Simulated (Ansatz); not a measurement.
# Ag, response to strain

Base system: Ag in the fcc (Cu type) structure (space group Fm-3m, No. 225; relaxed with 0.1 eV smearing).

Ag has the cubic space group Fm-3m (No. 225), the fcc (Cu type) structure, Pearson symbol cF4. Conventional cell: a = b = c = 4.148 Å, α = β = γ = 90.00°. Ag on 4a is surrounded by 12 Ag at 2.933 Å (cuboctahedral). (Neighbours: up to the widest gap in distance over summed covalent radii, below 1.35, at either atom.)
(The calculation used a cell of 1 atom; values per cell refer to that cell.)

Strains are applied to the cell and any free atomic positions relax.

The values are results of DFT with PBE, PAW potentials and a 420 eV plane-wave cutoff in Ansatz (a quantum-chemistry and plane-wave program), no spin-orbit coupling, not measurements.

Notes on the quantities. energy relative to the base: free energy F.

```csv
case,energy relative to the base,pressure,shortest interatomic distance
base,0 meV/atom,0.0 GPa,2.933 Å
isotropic strain −3.00 %,+47 meV/atom,10.8 GPa,2.845 Å
isotropic strain −2.00 %,+20 meV/atom,6.6 GPa,2.875 Å
isotropic strain −1.50 %,+11 meV/atom,4.7 GPa,2.889 Å
isotropic strain −1.00 %,+4.8 meV/atom,3.0 GPa,2.904 Å
isotropic strain −0.50 %,+1.2 meV/atom,___,2.919 Å
isotropic strain +1.00 %,+4.3 meV/atom,-2.5 GPa,2.963 Å
isotropic strain +2.00 %,+17 meV/atom,-4.5 GPa,2.992 Å
isotropic strain +2.50 %,+25 meV/atom,___,3.007 Å
isotropic strain +3.00 %,+36 meV/atom,-6.2 GPa,3.021 Å
```

**Question.** Complete the table.

**Answer.** 
- isotropic strain −0.50 %, pressure: 1.4 GPa
- isotropic strain +2.50 %, pressure: -5.4 GPa

No phonon test of stability was made.
